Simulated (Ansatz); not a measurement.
Abridged Ansatz (a first-principles code) output:

```
Relaxation: its limit of steps is 50 (relax.max_steps)
Pseudopotential: In, paw, valence charge 13
Pseudopotential: Te, paw, valence charge 16
Pseudopotential: Ag, paw, valence charge 19
Crystal: 8 atoms, lattice volume = 274.134 Å³
Basis set: ecut = 420 eV, 5357 PW (Γ), exchange–correlation on 108×108×108 points (8 copies of the dense FFT grid, shifted against one another)
Bands: 77, of which v1, the nominal top of the filled ones, is band 64 counted from 1 (63 counted from 0)
Symmetry: 8 space group operations
k-points: 40 of 343 (time reversal used)
Functional: x = pbe(κ = 0.804, μ = 0.2195149727645171), c = pbe(β = 0.06672455060314922)
SCF iter   1: F=—  HF=-54298.924173 eV  |F-HF|=—  |Δ(HF+E_count)|=         —  Δρ=8.66e-4  dr2=3.46e-3  ethr=1.77e-3  ⟨swp⟩=6.2  Hψ=11598  notcnv=0  defer=51
SCF iter   2: F=—  HF=-54298.924845 eV  |F-HF|=—  |Δ(HF+E_count)|=   6.72e-4  Δρ=5.02e-4  dr2=9.47e-4  ethr=2.70e-6  ⟨swp⟩=2.5  Hψ=5927  notcnv=0  defer=128
SCF 1 converged in 9 iterations: F = -54298.925375 eV  dr2 = 1.13e-10
relax step   1: F+E_penalty+E_count = -54298.92537464 eV  Δ(F+E_penalty+E_count) = +0.000e0 eV  max|allowed force component| = 8.711e-3 eV/Å  Δτ_max = 0.0000 Å  (9 SCF iters, accepted)
Crystal: 8 atoms, lattice volume = 274.134 Å³
SCF iter   1: F=—  HF=-54298.925461 eV  |F-HF|=—  |Δ(HF+E_count)|=         —  Δρ=9.04e-5  dr2=1.79e-5  ethr=1.19e-8  ⟨swp⟩=3.0  Hψ=8710  notcnv=0  defer=209
SCF iter   2: F=—  HF=-54298.925467 eV  |F-HF|=—  |Δ(HF+E_count)|=   5.57e-6  Δρ=4.33e-5  dr2=3.26e-6  ethr=1.19e-8  ⟨swp⟩=2.0  Hψ=3671  notcnv=0  defer=209
SCF 2 converged in 6 iterations: F = -54298.925374 eV  dr2 = 2.36e-10
relax step   2: F+E_penalty+E_count = -54298.92537363 eV  Δ(F+E_penalty+E_count) = +1.004e-6 eV  max|allowed force component| = 8.893e-3 eV/Å  Δτ_max = 0.0027 Å  (6 SCF iters, rejected (line search))
Crystal: 8 atoms, lattice volume = 274.134 Å³
SCF iter   1: F=—  HF=-54298.925473 eV  |F-HF|=—  |Δ(HF+E_count)|=         —  Δρ=4.54e-5  dr2=4.49e-6  ethr=3.55e-8  ⟨swp⟩=3.7  Hψ=6289  notcnv=0  defer=209
SCF iter   2: F=—  HF=-54298.925398 eV  |F-HF|=—  |Δ(HF+E_count)|=   7.49e-5  Δρ=2.18e-5  dr2=8.21e-7  ethr=3.51e-9  ⟨swp⟩=2.0  Hψ=4397  notcnv=0  defer=209
SCF 3 converged in 5 iterations: F = -54298.925398 eV  dr2 = 7.31e-10
relax step   3: F+E_penalty+E_count = -54298.92539815 eV  Δ(F+E_penalty+E_count) = -2.352e-5 eV  max|allowed force component| = 9.191e-6 eV/Å  Δτ_max = 0.0014 Å  (5 SCF iters, accepted)
[...]
Fermi energy:    7.372831 eV
--- Forces (eV/Å), atoms counted from 1 ---
  atom   1  In     0.00000000     0.00000000    -0.00000000
  atom   2  In     0.00000000    -0.00000000    -0.00000000
  atom   3  Te     0.00000919    -0.00000000    -0.00000000
  atom   4  Te    -0.00000000    -0.00000919     0.00000000
  atom   5  Te    -0.00000919     0.00000000     0.00000000
  atom   6  Te    -0.00000000     0.00000919     0.00000000
  atom   7  Ag     0.00000000     0.00000000     0.00000000
  atom   8  Ag     0.00000000    -0.00000000     0.00000000
--- Stress (GPa, compression-positive) ---
        0.766708      -0.000000       0.000000
       -0.000000       0.766708      -0.000000
        0.000000      -0.000000       1.111256
  P = ⅓ Tr σ = 0.8816 GPa (8.816 kbar)
--- Relaxed structure (3 steps of the walk, 2 accepted, 0 SCFs on fresh bases) ---
  atoms:
    - { symbol: In, position: [0.5, 0.5, -5.085190876337749e-35] }
    - { symbol: In, position: [0.25, 0.75, 0.5] }
    - { symbol: Te, position: [0.375, 0.36920773171744486, 0.4942077317174449] }
    - { symbol: Te, position: [0.6307922682825551, 0.125, 0.00579226828255508] }
    - { symbol: Te, position: [0.8750000000000001, 0.8807922682825552, 0.5057922682825551] }
    - { symbol: Te, position: [0.11920773171744486, 0.625, 0.9942077317174449] }
    - { symbol: Ag, position: [-1.4482394107070565e-35, 6.133244580785173e-36, -8.704380779316867e-36] }
    - { symbol: Ag, position: [0.75, 0.25, 0.5] }
```

Question: What was computed, and what are the main results?

Answer: InAgTe2, 8 atoms in the cell, with PBE, PAW, 420 eV (Ansatz; scalar-relativistic without spin-orbit coupling). The last SCF converged to F = -54298.925398 eV, or -6787.3657 eV per atom, at a pressure of 0.88 GPa. The total energy compares only with runs of the same code, potentials and settings.

With Te present, leaving out spin-orbit coupling can change the band edges. The cells carry an imposed strain or load. Stability against distortions was not tested. The cell was made from InAgTe₂ in the chalcopyrite structure (space group I-42d, No. 122) by this change: uniaxial strain ε_zz = −2.25 %.

Keys are those of Ansatz 0.2.
